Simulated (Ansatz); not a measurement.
C on the N site + O on the N site (C_N+O_N) in wurtzite GaN: one set of geometries, relaxed with PBE, evaluated in Ansatz (PAW, plane waves to 420 eV, 500 eV under r2SCAN) with PBE, r2SCAN.

Details: 96-site cell; 2×2×2 shifted k-points; start: the N site; N 3.22 Å away; finite-size errors of tenths of an eV; relaxed from one start, so a lower configuration may exist; flagged in the runs: a host whose relaxation on this sampling wasn't shown to rest.

```csv
quantity,PBE,r2SCAN
host gap (eV),1.71,[?]
ε(+1/0) above the VBM (eV),not bound,not settled
carrier at charge +1,hole in a host band,not settled
"neutral formation energy against graphite, N2 molecule in a box, O2 molecule in a box (eV)",0.02,[?]
```

### Question
Given the lower rungs, what does r2SCAN give?

### Answer

- host gap (eV), r2SCAN: 2.12
- neutral formation energy against graphite, N2 molecule in a box, O2 molecule in a box (eV), r2SCAN: 0.17

"Not bound" means that the carrier spreads over host band states in this cell; a shallow level, bound over tens of ångströms, can't be resolved here.

Ansatz is a program for electronic structure.
